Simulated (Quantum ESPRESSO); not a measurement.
Input and output of a self-consistent single point for BaTe (Fm-3m, 2 atoms in the cell) (Quantum ESPRESSO).

Level of theory: LDA (PZ), PSlibrary ultrasoft (LDA) pseudopotentials (plane waves; Quantum ESPRESSO).

```
BaTe
1.0
    0.00000     3.46658     3.46658
    3.46658     0.00000     3.46658
    3.46658     3.46658     0.00000
Ba Te
1 1
Direct
  0.00000   0.00000   0.00000
  0.50000   0.50000   0.50000
```

Reference input (self-consistent single point, DFT, PBE, plane waves, PSlibrary ultrasoft (PBE) pseudopotentials): ecutwfc = 45 Ry; ecutrho = 270 Ry; occupations = smearing; smearing = fermi-dirac; degauss = 0.0036749 Ry; potentials = {Ba: Ba.pbe-spn-rrkjus_psl.1.0.0.UPF, Te: Te.pbe-n-rrkjus_psl.1.0.0.UPF}; K_POINTS = automatic 6 6 6 0 0 0; conv_thr = 1e-10 Ry. This run's input differs from it in these lines:

```diff
@@ -22,4 +22,4 @@
 ATOMIC_SPECIES
-Ba   137.3270  Ba.pbe-spn-rrkjus_psl.1.0.0.UPF
-Te   127.6000  Te.pbe-n-rrkjus_psl.1.0.0.UPF
+Ba   137.3270  Ba.pz-spn-rrkjus_psl.1.0.0.UPF
+Te   127.6000  Te.pz-n-rrkjus_psl.1.0.0.UPF
 ATOMIC_POSITIONS angstrom
```

Output, abridged:

```
     Self-consistent Calculation

     iteration #  1     ecut=    45.00 Ry     beta= 0.70

     Threshold (ethr) on eigenvalues was too large:
     Diagonalizing with lowered threshold

     total energy              =     -91.77773017 Ry
     estimated scf accuracy    <       0.03982146 Ry

     iteration #  2     ecut=    45.00 Ry     beta= 0.70

     total energy              =     -91.78617908 Ry
     estimated scf accuracy    <       0.00909307 Ry

     iteration #  3     ecut=    45.00 Ry     beta= 0.70

     total energy              =     -91.78826663 Ry
     estimated scf accuracy    <       0.00026724 Ry

   [... 7 blocks of this kind left out ...]

     iteration # 11     ecut=    45.00 Ry     beta= 0.70

     total energy              =     -91.78830928 Ry
     estimated scf accuracy    <          2.3E-10 Ry

     iteration # 12     ecut=    45.00 Ry     beta= 0.70
     End of self-consistent calculation

     the Fermi energy is     6.0374 ev

!    total energy              =     -91.78830928 Ry
     estimated scf accuracy    <          1.6E-12 Ry
     smearing contrib. (-TS)   =      -0.00000000 Ry
     internal energy E=F+TS    =     -91.78830927 Ry

     convergence has been achieved in  12 iterations

     Forces acting on atoms (cartesian axes, Ry/au):

     atom    1 type  1   force =     0.00000000    0.00000000    0.00000000
     atom    2 type  2   force =     0.00000000    0.00000000    0.00000000

     Total force =     0.000000     Total SCF correction =     0.000000

          total   stress  (Ry/bohr**3)                   (kbar)     P=       -7.62
  -0.00005183   0.00000000   0.00000000           -7.62        0.00        0.00
   0.00000000  -0.00005183   0.00000000            0.00       -7.62        0.00
   0.00000000   0.00000000  -0.00005183            0.00        0.00       -7.62

   JOB DONE.
```

The run converged in 12 iterations. Against the reference run the pressure goes from 2.03 to -0.76 GPa and the gap on the mesh goes from 1.469 to 1.349 eV.

The starting cell comes from a database of computed structures (which also holds hypothetical and non-ambient phases and stackings), without a prior relaxation at this level. Its lattice was rescaled by a random factor within 2.5 % of one. Spin-orbit coupling is off.
